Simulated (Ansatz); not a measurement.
Cost against accuracy: basis.ecutwfc for Ag2NClO3 (Pnma, 28 atoms in the cell)

Cell: a = 6.6120 Å, b = 5.0771 Å, c = 12.4050 Å, α = 90.00°, β = 90.00°, γ = 90.00°.

Method of the run: LDA (PW92), default PAW files made with PBE (plane waves; Ansatz, an electronic-structure program).

Base settings: basis.ecutwfc = 420 eV; kpoints.mp_grid.grid = 3 4 2; hamiltonian.xc = lda; hamiltonian.pseudopotentials = {kind: paw} (the program's default PAW files); scf.occupations.method = cold; scf.occupations.width = 0.2 eV.

Misses are taken against the tightest run, 840 eV, which need not be fully converged itself. The energy is the free energy per atom.

The count of work is k-points × plane waves × bands × iterations; it is no time, and leaves out set-up, grids and terms that scale otherwise. Core times come from one kind of shared machine and are given to one figure; runs under 30 s give none.

Ansatz's pressure holds its estimate of the finite-basis (Pulay) stress, which hides part of the cutoff error; the uncorrected pressure shows it.

The starting cell comes from a database of published, mostly measured structures (it also holds non-ambient and calculated ones), without a prior relaxation at this level. Its lattice was rescaled by a random factor within 2.5 % of one. In the base run, forces exceed 1 eV/Å. Ansatz's pressure includes its estimate of the finite-basis (Pulay) stress.

```
basis.ecutwfc  energy less reference (meV/atom)  pressure less reference (GPa)  largest difference in the force on any atom (eV/Å)  uncorrected pressure less reference (GPa)  count of work / reference  core time / reference (rough)
-------------  --------------------------------  -----------------------------  --------------------------------------------------  -----------------------------------------  -------------------------  -----------------------------
170 eV                                 15594.05                         -14.00                                               3.024                                    -564.24                      0.100                              –
210 eV                                  4831.20                          -2.71                                               1.885                                    -217.11                       0.14                              –
250 eV                                  1471.01                          -0.29                                               0.505                                     -79.53                       0.16                              –
295 eV                                   376.02                           0.29                                               0.170                                     -24.36                       0.21                              –
335 eV                                   106.64                           0.22                                               0.149                                      -8.01                       0.25                            0.2
380 eV                                    24.65                           0.08                                               0.049                                      -2.13                       0.30                            0.3
420 eV                                     6.71                           0.03                                               0.020                                      -0.58                       0.35                            0.3
485 eV                                     1.54                           0.03                                               0.014                                      -0.02                       0.44                            0.5
545 eV                                     1.03                           0.02                                               0.012                                       0.02                       0.52                            0.5
630 eV                                     0.61                           0.01                                               0.007                                       0.01                       0.65                            0.5
735 eV                                     0.29                           0.01                                               0.003                                       0.01                       0.82                            0.8
840 eV                                     0.00                           0.00                                               0.000                                       0.00                        1.0                              1
```

Coarsest setting among those run that, with all tighter ones, holds the energy within 20 meV/atom of the reference: 420 eV, off by 6.7 meV/atom; it needs 0.35 of the reference's count of work and about 0.3 of the reference's time.

Coarsest setting among those run that, with all tighter ones, holds the energy within 5 meV/atom of the reference: 485 eV, off by 1.5 meV/atom; its saving against the reference is no more than about a factor of 2 in time.

The step from 420 eV to 735 eV: it takes the miss in the energy from 6.7 to 0.29 meV/atom, for 2.3 times the count of work and roughly 3 times the time.

Keys are those of Ansatz 0.2.
